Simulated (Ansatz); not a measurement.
A computed series for TiC: response to strain

Take TiC in the rock salt structure (space group Fm-3m, No. 225; relaxed with 0.1 eV smearing) as the base.

```yaml
crystal:
  lattice:
    - [0.00000, 2.16390, 2.16390]
    - [2.16390, 0.00000, 2.16390]
    - [2.16390, 2.16390, 0.00000]
  atoms:
    - { symbol: C, position: [0.00000, 0.00000, 0.00000] }
    - { symbol: Ti, position: [0.50000, 0.50000, 0.50000] }
```

Cartesian axes are those of the cell as printed.

Strains are applied to the cell and any free atomic positions relax; under biaxial strain the out-of-plane vector relaxes too; under stress the whole cell relaxes.

Level of theory: r2SCAN (Ansatz, a first-principles code; PAW; 500 eV plane waves; no SOC).

Notes on the quantities. pressure: mean of the normal stresses, compression positive; energy relative to the base: free energy F.

| variant | volume per atom | pressure | energy relative to the base | space group |
|---|---|---|---|---|
| base | 10.13 Å³ | 0.0 GPa | 0 meV/atom | Fm-3m (No. 225) |
| biaxial strain +4.00 %, plane normal [001], relaxed out of plane | ___ | -12.7 GPa | +53 meV/atom | I4/mmm (No. 139) |
| biaxial strain +4.44 %, plane normal [111], relaxed out of plane | 10.79 Å³ | -14.5 GPa | ___ | R-3m (No. 166) |
| isotropic strain −0.80 % | 9.89 Å³ | 6.6 GPa | +4.9 meV/atom | Fm-3m (No. 225) |
| uniaxial strain ε_xx = −4.88 % | 9.64 Å³ | 15.9 GPa | +48 meV/atom | I4/mmm (No. 139) |
| uniaxial strain ε_xx = +0.97 % | 10.23 Å³ | -2.4 GPa | +1.5 meV/atom | I4/mmm (No. 139) |
| uniaxial strain ε_yy = +4.69 % | 10.61 Å³ | -10.0 GPa | +31 meV/atom | I4/mmm (No. 139) |
| uniaxial strain ε_zz = −2.78 % | 9.85 Å³ | 8.2 GPa | +14 meV/atom | I4/mmm (No. 139) |
| uniaxial stress, 8 GPa tension along x | 10.25 Å³ | – | ___ | I4/mmm (No. 139) |

Q: Complete the table.

A: 
- biaxial strain +4.00 %, plane normal [001], relaxed out of plane, volume per atom: 10.77 Å³
- biaxial strain +4.44 %, plane normal [111], relaxed out of plane, energy relative to the base: +66 meV/atom
- uniaxial stress, 8 GPa tension along x, energy relative to the base: +4.8 meV/atom

Beyond what the load breaks, stability against distortions was not tested. All final runs are without spin polarisation.
